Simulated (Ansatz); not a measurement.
Where the default PAW files enter, the runs use the earlier of Ansatz's two default sets.

Given:

```xyz
4
Lattice="2.5033 0.0000 0.0000 0.0000 4.1690 0.0000 1.2517 0.0000 2.1679" Properties=species:S:1:pos:R:3 pbc="T T T"
C      1.2516     3.9071     0.7226
C      2.5033     0.2619     1.4453
C      2.5033     1.8226     1.4453
C      1.2516     2.3463     0.7226
```

Space group of this cell: P6_3/mmc. The cell is taken as given.

The current runs along the normal of the first two printed vectors, the (100) plane. All runs by Ansatz (an electronic-structure program), plane waves and PAW, without spin-orbit coupling; the base is r2SCAN.

```
run                                                      mean pressure (GPa)    gap (eV)  mid-gap κ (1/Å)
-------------------------------------------------------  -------------------  ----------  ---------------
base                                                                    -0.1        3.71            0.312
all lengths scaled by 0.98                                              30.4        3.51            0.308
all lengths scaled by 1.02                                             -24.0        3.88            0.315
lengths across the current scaled by 0.98, ions clamped                 19.8  (withheld)            0.307
lengths across the current scaled by 1.02, ions clamped                -16.5  (withheld)       (withheld)
lengths along the current scaled by 0.97, ions clamped                  14.8        3.51       (withheld)
lengths along the current scaled by 1.03, ions clamped                 -12.2        3.71            0.307
pbesol in place of r2scan                                               -2.5        3.20            0.305
```

### Question
Some entries are withheld; supply them.

### Answer

- lengths across the current scaled by 0.98, ions clamped, gap (eV): 3.52
- lengths across the current scaled by 1.02, ions clamped, gap (eV): 3.76
- lengths across the current scaled by 1.02, ions clamped, mid-gap κ (1/Å): 0.321
- lengths along the current scaled by 0.97, ions clamped, mid-gap κ (1/Å): 0.318
